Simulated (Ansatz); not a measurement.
## Several settings converged on Mo₂N (Imm2, 6 atoms in the cell)

```
Mo2N
1.0
   -2.13417     2.13417     3.98701
    2.13417    -2.13417     3.98701
    2.13417     2.13417    -3.98701
Mo N
4 2
Cartesian
  0.00000   2.13417   3.93303
  0.00000   0.00000   1.88953
  0.00000   0.00000   6.08450
  0.00000   2.13417   0.10398
  2.13417   0.00000   1.99351
  0.00000   0.00000   3.98701
```

Base method: PBEsol, default PAW files made with PBE (plane waves; Ansatz, an electronic-structure program).

Base settings: basis.ecutwfc = 420 eV; kpoints.mp_grid.grid = 5 5 5; hamiltonian.xc = pbesol; hamiltonian.pseudopotentials = {kind: paw} (the program's default PAW files); scf.occupations.method = gaussian; scf.occupations.width = 0.1 eV.

The count of work is k-points × plane waves × bands × iterations; it is no time. 

**The cutoff for other potential files**

Level: DFT, PBEsol, plane waves, harder PAW files (source: ansatz) made with PBE.

In this ladder: hamiltonian.pseudopotentials = {kind: paw, source: ansatz}.

The second cell is the first with its lattice scaled by 0.98.

The mesh stays at the base's, so the ladder's end is converged at best in this setting alone.

The first pressure column holds Ansatz's estimate of the finite-basis (Pulay) stress, which hides part of the cutoff error; the other is without it.

Only quantities that move along the ladder and can be compared are tabulated.

| basis.ecutwfc | free energy less the last step's (meV/atom) | energy of the compressed cell less the first (meV/atom) | pressure (GPa) | pressure without the Pulay estimate (GPa) | largest difference of a force vector from the last step's (eV/Å) | count of work / last |
|---|---|---|---|---|---|---|
| 390 eV | 425.48 | 6.59 | -8.55 | -29.33 | 0.067 | 0.10 |
| 480 eV | 121.40 | 3.23 | -8.97 | -16.27 | 0.009 | 0.14 |
| 610 eV | 17.29 | 2.50 | -9.14 | -10.61 | 0.001 | 0.21 |
| 740 eV | 2.14 | 2.60 | -9.13 | -9.34 | 0.000 | 0.28 |
| 870 eV | 0.66 | 2.61 | -9.13 | -9.14 | 0.000 | 0.35 |
| 1045 eV | 0.45 | 2.61 | -9.13 | -9.15 | 0.000 | 0.46 |
| 1305 eV | 0.13 | 2.61 | -9.13 | -9.13 | 0.000 | 0.65 |
| 1740 eV | 0.00 | 2.61 | -9.13 | -9.13 | 0.000 | 1.0 |

Coarsest basis.ecutwfc that holds the free energy within 2 meV/atom of the last step, with all finer ones: 870 eV, at 0.35 of the last step's count of work; the step before is off by 2.1 meV/atom.

Coarsest basis.ecutwfc that holds the forces within 0.005 eV/Å of the last step, with all finer ones: 610 eV, at 0.21 of the last step's count of work; the step before is off by 0.009 eV/Å.

Coarsest basis.ecutwfc that holds the energy of the compressed cell less the first within 0.2 meV/atom of the last step, with all finer ones: 610 eV, at 0.21 of the last step's count of work; the step before is off by 0.62 meV/atom.

The energy difference between the two cells stays within 1 meV/atom of the last step's from 480 eV on, the total only from 870 eV on: much of the error is common to both cells and cancels.

At the lowest cutoff the pressure without the Pulay estimate lies 20.2 GPa under the last step's, the usual sign of Pulay stress in an incomplete plane-wave basis.

**The relaxed cell against the cutoff**

On Mo2N (I4_1/amd, 6 atoms in the cell): atoms on their sites.

In this ladder: relax = cell and atoms.

The mesh stays at the base's, so the ladder's end is converged at best in this setting alone.

Only quantities that move along the ladder and can be compared are tabulated.

| basis.ecutwfc | relaxed volume (Å³/atom) | relaxation steps |
|---|---|---|
| 210 eV | 11.927 | 33 |
| 250 eV | 11.696 | 19 |
| 295 eV | 11.730 | 14 |
| 355 eV | 11.762 | 7 |
| 420 eV | 11.758 | 7 |
| 505 eV | 11.758 | 5 |
| 630 eV | 11.758 | 5 |
| 840 eV | 11.758 | 5 |

Coarsest basis.ecutwfc that holds the relaxed volume within 0.024 Å³/atom of the last step, with all finer ones: 355 eV; the step before is off by 0.028 Å³/atom.

At the lowest cutoff the cell relaxes to a volume 1.4 % larger than at the highest. Ansatz relaxes on a stress corrected for the finite basis.

On the base run: the starting cell comes from a database of computed structures (which also holds hypothetical and non-ambient phases and stackings), without a prior relaxation at this level. Its lattice was rescaled by up to half a per cent. One atom was moved a little off its site on purpose. Spin polarisation is off.

Keys are those of Ansatz 0.2.
